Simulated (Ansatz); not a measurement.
The starting structures come from a database of crystals and need not be the phases stable at ambient conditions.

Inside the gap of an insulator the Bloch states are evanescent, with a wavenumber k + iκ along the transport direction.

Consider the following.

```xyz
14
Lattice="6.3581 0.0000 0.0000 -3.1791 9.7307 0.0000 3.1791 3.1158 4.5399" Properties=species:S:1:pos:R:3 pbc="T T T"
Rb     3.1791     6.4233     2.2700
Rb     3.1791    10.6926     3.7921
Rb     3.1791     2.1539     0.7478
Na     0.0000     0.0000     0.0000
W      6.3581     3.9052     1.7720
W      0.0000     8.9413     2.7679
O      4.8814     3.8521     2.8426
O      1.4767     8.9944     1.6974
O      0.0000     2.4047     0.7337
O      6.3581    10.4418     3.8062
O      1.4767     3.8521     2.8426
O      4.8814     8.9944     1.6974
O      0.0000     5.3937     0.7505
O      6.3581     7.4529     3.7894
```

Space group of this cell: P-3m1. The cell is taken as given; by r2SCAN its mean pressure is -6.0 GPa.

Transport runs along the normal of the first two printed cell vectors, the (101) plane of the conventional cell.

No gap correction and no spin-orbit coupling; mid-gap values are interpolated between computed energies.

Compute, with r2SCAN in Ansatz (an electronic-structure program), the band gap and the smallest decay constant κ at mid-gap.

Gap 5.27 eV on a 8×8×8 mesh; κ = 0.509 1/Å, at the zone centre.
